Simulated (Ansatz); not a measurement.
Base system: Ru in the hcp (Mg type) structure (space group P6_3/mmc, No. 194; a = 2.722 Å, c = 4.294 Å; relaxed with 0.1 eV smearing). Axes: x lies along a and z along c of the hexagonal cell.

Method: Kohn–Sham DFT with the PBE functional, run in Ansatz (a first-principles code) with PAW and 420 eV plane waves, no SOC, earlier PAW set.

Before the change:

The volume per atom is 13.77 Å³ and the pressure is 0.0 GPa.

Perturbation: compressive biaxial strain of 0.36 % in the plane normal to [001], as in epitaxy on a mismatched substrate; the out-of-plane cell vector and the atoms relax.

### Question
Predict the new volume per atom and pressure.

### Answer
The volume per atom drops by 0.07 Å³ to 13.70 Å³; the pressure (mean of the normal stresses, compression positive) goes from zero to 1.6 GPa.

Whether these cells are dynamically stable was not tested. The final runs are not spin-polarised.
